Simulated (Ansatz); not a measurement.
Formation energy of the localised charge states of Zn vacancy + In on the Zn site (V_Zn+In_Zn) in wurtzite ZnO (start: the Zn site; Zn 3.25 Å away; 96-site cell, 2×2×2 shifted sampling) against the Fermi level, O-rich (Δμ(Zn) = -2.85 eV, Δμ(In) = -3.89 eV, bounded by bixbyite In2O3; only phases computed here count, gases as isolated molecules at 0 K). These are PBE, PAW (plane waves to 420 eV; Ansatz, a first-principles code) values and carry that method's errors.

Charges with a result: 0, −1. Others weren't obtained, and one of them could lie lower, also by skipping a charge.

Cell and caveats: 96-site cell; 2×2×2 shifted k-points; host gap 0.74 eV; charged states image-corrected; no spin–orbit coupling; finite-size errors of tenths of an eV; flagged in the runs: a host whose relaxation on this sampling wasn't shown to rest, a strain field that reaches the edge of the cell.

```tsv
E_F − E_VBM (eV)	q = 0	q = −1
0.00	2.35	2.59
0.09	2.35	2.50
0.19	2.35	2.41
0.28	2.35	2.31
0.37	2.35	2.22
0.47	2.35	2.13
0.56	2.35	2.03
0.65	2.35	1.94
0.74	2.35	1.85
```

Crossings of the lowest lines: (0/−1) at 0.25 eV.
